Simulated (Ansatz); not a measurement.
## WSi2: biaxial strain −0.74 %, plane normal [001], relaxed out of plane

Start from WSi₂ (space group I4/mmm, No. 139; a = 3.2289 Å, c = 7.8697 Å; relaxed with 0.1 eV smearing). Axes: x, y, z lie along a, b, c of the conventional cell.

Now apply this change: compressive biaxial strain of 0.74 % in the plane normal to [001], as in epitaxy on a mismatched substrate; the out-of-plane cell vector and the atoms relax.

Computed with Kohn–Sham DFT with the PBE functional, run in Ansatz (a quantum-chemistry and plane-wave program) with PAW and 420 eV plane waves, no SOC. k-mesh 25×25×25 (Γ-centred); smearing 0.1 eV (Fermi–Dirac).

| quantity | base | changed | shift |
|---|---|---|---|
| volume per atom | 13.67 Å³ | 13.51 Å³ | -0.16 Å³ |
| space group | I4/mmm (No. 139) | I4/mmm (No. 139) | – |
| shortest interatomic distance | 260.5 pm | 261.5 pm | +1.0 pm |
| energy relative to the base (free energy F) | 0 meV/atom | +2.4 meV/atom | +2.4 meV/atom |
| pressure (mean of the normal stresses, compression positive) | 0.0 GPa | 2.5 GPa | +2.5 GPa |
| band gap | zero | zero | – |
| out-of-plane strain | – | +0.27 % | – |
| mean in-plane stress (compression positive) | – | +3.8 GPa | – |

Whether these cells are dynamically stable was not tested. All final runs are without spin polarisation.
